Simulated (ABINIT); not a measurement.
**A short convergence ladder for Ni3Ge (P4mm, 4 atoms in the cell)**

```yaml
crystal:
  lattice:
    - [3.54092, 0.00000, 0.00000]
    - [0.00000, 3.54092, 0.00000]
    - [0.00000, 0.00000, 3.54092]
  atoms:
    - { symbol: Ni, position: [0.50000, 0.00000, 0.50000] }
    - { symbol: Ni, position: [0.01412, 0.50000, 0.50000] }
    - { symbol: Ni, position: [0.50000, 0.50000, 0.00000] }
    - { symbol: Ge, position: [0.00000, 0.00000, 0.00000] }
```

Base method: PBEsol, norm-conserving pseudopotentials (PseudoDojo nc-sr-04 PBEsol standard) (plane waves; ABINIT).

Base settings: pseudos = [Ni.upf, Ge.upf]; ecut = 49 Ha; ixc = -116133; occopt = 7; tsmear = 0.00367493 Ha; ngkpt = 4 4 4; nshiftk = 1; shiftk = 0 0 0; potentials = PseudoDojo nc-sr-04 PBEsol standard; nband = 43.

The count of work is k-points × plane waves × bands × iterations; it is no time. Core times come from one kind of shared machine, to one figure; runs under 30 s give none.

**The k-point mesh**

Only quantities that move along the ladder and can be compared are tabulated.

```tsv
ngkpt	free energy less the last step's (meV/atom)	pressure (GPa)	largest difference of a force vector from the last step's (eV/Å)	count of work / last	core time / last (rough)
2 2 2	-30.10	-6.31	0.147	0.090	0.1
3 3 3	31.62	-1.35	0.032	0.15	0.09
4 4 4	-6.18	-2.56	0.006	0.45	0.5
6 6 6	0.00	-2.58	0.000	1.0	1
```

Coarsest ngkpt that holds the free energy within 5 meV/atom: not settled: the last two steps still differ by 6.2 meV/atom, over half the tolerance, so the ladder does not show it.

Coarsest ngkpt that holds the pressure within 0.2 GPa of the last step, with all finer ones: 4 4 4; the step before is off by 1.2 GPa.

Coarsest ngkpt that holds the forces within 0.02 eV/Å of the last step, with all finer ones: 4 4 4; the step before is off by 0.032 eV/Å.

On the base run: the starting cell comes from a database of computed structures (which also holds hypothetical and non-ambient phases and stackings), without a prior relaxation at this level. Its lattice was rescaled by up to half a per cent. One atom was moved a little off its site on purpose. Spin polarisation is off. Without a gap this mesh is coarse (it stands for a supercell whose shortest vector is 14 Å).
